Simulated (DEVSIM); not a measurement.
System: illuminated In0.53Ga0.47As p-on-n cell, one wavelength, at 350 K.

Layer 1 from the left is In0.53Ga0.47As, thickness (μm) 0.270, Na (cm⁻³) 7.3e17, τn (s) 7.5e-9, τp (s) 2.1e-9, absorption coefficient (cm⁻¹) 48000. Layer 2 from the left is In0.53Ga0.47As, thickness (μm) 3.90, Nd (cm⁻³) 2.9e15, τn (s) 5e-8, τp (s) 5e-8, absorption coefficient (cm⁻¹) 48000.

Left contact: ohmic, minority electron recombination velocity 1000 cm/s. Right contact: ohmic, minority hole recombination velocity 20 cm/s. Voltage is applied to the left contact. Recombination: SRH at mid-gap, radiative, Auger. Light enters at the left, 1.7e18 photons cm⁻² s⁻¹, one pass, no reflection. Mobility is μmin + (μ − μmin)/(1 + (N/Nref)^α).

This is a model device: material constants are rounded textbook-type values typed into the input, and sizes, dopings and lifetimes were drawn at random. Values at 300 K; Nc and Nv go as T^1.5, mobilities as T to minus their exponent, the gap by Varshni's rule with the affinity fixed.

In0.53Ga0.47As: gap (eV) 0.74, affinity (eV) 4.51, permittivity 13.9, Nc (cm⁻³) 2.1e17, Nv (cm⁻³) 7.7e18, μn (cm²/Vs) 12000, μp (cm²/Vs) 300, μn,min 300, μp,min 10, Nref,n 1.3e17, Nref,p 4.9e17, αn 0.48, αp 0.4, T exponent of μn 1.6, T exponent of μp 1.6, B (cm³/s) 9.6e-11, Cn (cm⁶/s) 5e-29, Cp (cm⁶/s) 5e-29, Varshni α (eV/K) 0.00035, Varshni β (K) 190.

Simulated with DEVSIM: 1D drift-diffusion, Boltzmann statistics, complete ionisation; no tunnelling, impact ionisation, image-force lowering or self-heating.

Dark forward current:

| |V| (V) | |J| (A/cm²) |
|---|---|
| 0.05 | 0.0003853 |
| 0.10 | 0.001731 |
| 0.15 | 0.007219 |
| 0.20 | 0.03165 |
| 0.25 | 0.1417 |
| 0.30 | 0.5705 |
| 0.35 | 1.779 |
| 0.40 | 4.667 |
| 0.45 | 12.15 |
| 0.50 | 34.45 |
| 0.55 | 112.3 |
| 0.60 | 420.4 |
| 0.65 | 1679 |
| 0.70 | 6546 |

Task: Work out the local ideality factor n = ΔV / (kT/q · ln(J2/J1)) between the rows 0.15 and 0.20 V, 0.20 and 0.25 V, 0.65 and 0.70 V.

Result: kT/q = 30.16 mV. From 0.15 to 0.20 V: ln(0.03165/0.007219) = 1.478, n = 1.12. From 0.20 to 0.25 V: ln(0.1417/0.03165) = 1.499, n = 1.11. From 0.65 to 0.70 V: ln(6546/1679) = 1.361, n = 1.22.

Task: What current could the absorbed light give at most, and what share is collected?

Result: Σ αd = 20.0, so qΦ(1 − exp(−Σ αd)) = 272 mA/cm². The simulated short-circuit current is 271.4 mA/cm², a share of 1.00.

Task: Estimate the open-circuit voltage by superposition: the voltage at which the dark current equals that short-circuit current.

Result: Interpolating ln J in the table gives 0.273 V. The simulation gives 0.273 V, the same within the digits that matter. Superposition holds where collection doesn't change with voltage.
